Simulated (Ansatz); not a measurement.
## GaP (model structure, started from the cinnabar type, P6₂22, No. 180, 6 atoms in the cell): properties by level of theory

| level (code) | lattice parameter a (Å) | lattice parameter c (Å) |
|---|---|---|
| PBE (Ansatz) | 3.899 | 8.586 |
| PBEsol (Ansatz) | 3.851 | ? |
| PBE-D3(BJ) (Ansatz) | 3.851 | ? |

Problem. Some entries are withheld; supply them.

Solution. 
- PBEsol (Ansatz, an electronic-structure program), lattice parameter c (Å): 8.454
- PBE-D3(BJ) (Ansatz), lattice parameter c (Å): 8.492

Ansatz's density-functional and Hartree–Fock values are scalar-relativistic unless marked +SOC, with PAW data made under PBE.

Computed values are for the static lattice.

A model structure was made by putting elements into a prototype or built by hand; it is no filed structure, need not be a known phase, and can be a saddle point held by its symmetry.
